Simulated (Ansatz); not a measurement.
A self-consistent single point of Hf2AsN (P6_3/mmc, 8 atoms in the cell) with Ansatz (a quantum-chemistry and plane-wave program).

Level of theory: PBE (plane waves, PAW; Ansatz).

```xyz
8
Lattice="3.1379 0.0000 0.0000 -1.5690 2.7175 0.0000 0.0000 0.0000 14.0657" Properties=species:S:1:pos:R:3 pbc="T T T"
As     0.0000     1.8117    10.5493
As     1.5690     0.9058     3.5164
Hf     0.0000     1.8117     1.2097
Hf     1.5690     0.9058     8.2425
Hf     1.5690     0.9058    12.8561
Hf     0.0000     1.8117     5.8232
N      0.0000     0.0000     0.0000
N      0.0000     0.0000     7.0329
```

Reference input (self-consistent single point, DFT, PBE, plane waves, default PAW files): basis.ecutwfc = 420 eV; kpoints.mp_grid.grid = 8 8 2; hamiltonian.xc = pbe; hamiltonian.pseudopotentials = {kind: paw} (the program's default PAW files); scf.occupations.method = cold; scf.occupations.width = 0.05 eV. This run's input differs from it in these lines:

Ansatz 0.2 input:
```diff
@@ -18,3 +18,3 @@
 kpoints:
-  mp_grid: { grid: [8, 8, 2] }
+  mp_grid: { grid: [29, 29, 6] }
 hamiltonian:
```

Log, with long lists cut:

```
SCF iter   1: F=—  HF=-73373.377418 eV  |F-HF|=—  |Δ(HF+E_count)|=         —  Δρ=7.58e-3  dr2=4.16e-1  ethr=1.77e-3  ⟨swp⟩=5.1  Hψ=90193  notcnv=0  defer=750
all-band conjugate gradients solve this SCF's bands
preconditioner: auto → Kerker (q_TF=auto, 2.813 Å⁻¹)
SCF iter   2: F=—  HF=-73373.344624 eV  |F-HF|=—  |Δ(HF+E_count)|=   3.28e-2  S|Δr|=    0.00e0  Δρ=4.03e-3  dr2=1.40e-1  ethr=2.89e-4  ⟨swp⟩=1.9  Hψ=35919  notcnv=0  defer=2267
   [... lines left out ...]
SCF iter   8: F=—  HF=-73373.324798 eV  |F-HF|=—  |Δ(HF+E_count)|=   1.73e-6  S|Δr|=    0.00e0  Δρ=1.82e-5  dr2=1.18e-6  ethr=4.23e-9  ⟨swp⟩=2.0  Hψ=49895  notcnv=0  defer=2667
SCF iter   9: F=—  HF=-73373.324797 eV  |F-HF|=—  |Δ(HF+E_count)|=   4.06e-7  S|Δr|=    0.00e0  Δρ=6.25e-6  dr2=8.59e-8  ethr=6.94e-11  ⟨swp⟩=8.7  Hψ=157669  notcnv=0
SCF iter  10: F=-73373.324797 eV  HF=-73373.324797 eV  |F-HF|=3.12e-8  |Δ(HF+E_count)|=   3.16e-8  S|Δr|=    0.00e0  Δρ=2.60e-6  dr2=1.26e-8  ethr=5.97e-11  ⟨swp⟩=4.4  Hψ=103026  notcnv=0
SCF 1 converged in 10 iterations: F = -73373.324797 eV  dr2 = 1.26e-8
Stability not checked (fill_not_monotonic)
Free energy (F): -73373.324797 eV
Internal energy: -73373.324288 eV  (E = F + TS)
E sigma→0 (E₀):  -73373.324627 eV
Entropy (-TS):   -0.000509 eV (-0.064 meV/atom)
Fermi energy:    21.026176 eV
--- Forces (eV/Å), atoms counted from 1 ---
  atom   1  As     0.00000000     0.00000000    -0.00000000
  atom   2  As    -0.00000000    -0.00000000     0.00000000
  atom   3  Hf     0.00000000     0.00000000     2.66097680
  atom   4  Hf    -0.00000000    -0.00000000     2.66097680
   [... lines left out ...]
  atom   8  N     -0.00000000     0.00000000     0.00000000
--- Stress (GPa, compression-positive) ---
       16.168738       0.000000       0.000000
       -0.000000      16.168738       0.000000
        0.000000       0.000000      -2.912820
  P = ⅓ Tr σ = 9.8082 GPa (98.082 kbar)
  The stress holds the Pulay correction. Without it, at fixed plane waves, as pw.x and ABINIT print it: P = 9.5777 GPa
```

The run converged in 10 iterations. Against the reference run the free energy rises by 5.6 meV/atom, the pressure hardly changes (9.72 to 9.81 GPa) and the largest force goes from 2.739 to 2.661 eV/Å.

The starting cell was generated: these elements placed on a structure prototype, without a prior relaxation; it need not be a known phase or ordering of this composition. Its lattice was rescaled by a random factor within 2.5 % of one. With a pressure of about 10 GPa the cell is away from its equilibrium volume at this level. Forces in this geometry exceed 1 eV/Å. Ansatz's pressure includes its estimate of the finite-basis (Pulay) stress.

Cost on one core of a shared machine: roughly 3 min.
